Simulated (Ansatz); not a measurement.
Antifluorite Na2S, relaxed in Ansatz (plane waves) with several semilocal functionals. Each gives its own volume and its own elastic constant C11:

| level | V0 (Å³/atom) | elastic constant C11 (GPa) | ln V0 | ln C11 |
|---|---|---|---|---|
| LDA | 21.681 | 60.96 | 3.0764 | 4.1102 |
| r²SCAN | 23.003 | 57.87 | 3.1356 | 4.0582 |
| PBE | 23.611 | 53.72 | 3.1617 | 3.9838 |

Problem. Fit a straight line to ln C11 against ln V0. What does it predict for PBEsol, whose volume is 22.900 Å³/atom?

Solution. With x = ln V0 and y = ln C11: means 3.12457 and 4.05073; Σ(Δx Δy) = -0.005267, Σ(Δx²) = 0.003821, so the slope is -1.38. At x = 3.1311 the line gives y = 4.05073 + (-1.38) × (3.1311 − 3.12457) = 4.0417, or 56.92 GPa. The run with PBEsol gives 55.48 GPa, -2.5 % from the line. The rows used scatter about it by up to 2.3 %, while the largest value lies 13 % above the smallest.

Ansatz's density-functional and Hartree–Fock values are scalar-relativistic unless marked +SOC, with PAW data made under PBE.

Ansatz is a first-principles code.
